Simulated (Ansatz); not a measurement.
Start from Hf in the hcp (Mg type) structure (space group P6_3/mmc, No. 194; relaxed with 0.1 eV smearing).

```yaml
crystal:
  lattice:
    - [3.15810, 0.00000, 0.00000]
    - [-1.57905, 2.73500, 0.00000]
    - [0.00000, 0.00000, 5.00450]
  atoms:
    - { symbol: Hf, position: [0.66667, 0.33333, 0.75000] }
    - { symbol: Hf, position: [0.33333, 0.66667, 0.25000] }
```

Cartesian axes are those of the cell as printed.

Computed with PBEsol, PAW, 420 eV (Ansatz, a first-principles code; spin-orbit coupling left out).

Base values:

- Volume per atom: 21.61 Å³

It is then changed as follows: biaxial strain −3.00 %, plane normal [001], relaxed out of plane (Cartesian); in-plane vectors clamped, the third vector and the atoms free.

### Question
Predict the new volume per atom.

### Answer
The volume per atom shrinks by 0.807 Å³, from 21.61 Å³ to 20.81 Å³.

### Question
Predict the new in-plane stress.

### Answer
The mean in-plane stress (compression positive) is +6.7 GPa.

Stability against distortions was not tested. All final runs are without spin polarisation.
